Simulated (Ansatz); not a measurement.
Structures of equal composition on the (110) surface of bcc Ta: a layer of Cu in place of the second plane; a layer of Cu in place of the third plane. The slabs share one bottom face, and each structure is named by its start. These are constructed structures in small cells; real faces may alloy, dewet or reconstruct in larger ones, and not all known structures of the face are among them. Slabs of about 11 Å with all that they carry, Fermi-Dirac smearing of 0.1 eV. Bottom of the slabs: a bare face, its two planes held. Relaxed from the named starts with such symmetry as they have, on meshes of like density; energies extrapolated to zero smearing; no spin-orbit coupling, no U. Spin-polarised runs, if any, are marked in brackets, and their order is one that fits the cell; the others ran without spin.

The numbers are results of PBE (plane waves to 420 eV, PAW; Ansatz, a program for electronic structure), not measurements.

Problem. Order them by energy per 1x1 cell (lowest first) at the level PBE.

Solution. a layer of Cu in place of the third plane (0.000 eV), a layer of Cu in place of the second plane (0.400 eV)
